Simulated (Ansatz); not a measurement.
## 1T (CdI2-type) MgI₂

Computed with PBE0 in Ansatz (PAW).

Numerical settings: plane-wave cutoff 460 eV, 9×9×4 k mesh (along the axes of the cell as run), Fermi–Dirac smearing 0.01 eV, scalar-relativistic PAW data made under PBE.

Cell (measured lattice):

```
MgI2
1.0
   -2.07685    -3.59721     0.00000
   -2.07685     3.59721     0.00000
    0.00000     0.00000    -6.86200
Mg I
1 2
Direct
  0.00000   0.00000   0.00000
  0.33333   0.66667   0.24237
  0.66667   0.33333   0.75763
```

- band gap: 5.15 eV
- smallest direct gap on the k points sampled: 5.41 eV

Note: cell and atoms aren't relaxed at this level (largest force component 0.07 eV/Å, pressure 0.5 GPa).

Spin–orbit coupling is not included; with these elements it can move the gap by several tenths of an eV or more.

The computed numbers hold no vibrational or temperature effects.

Ansatz is a program for electronic structure.
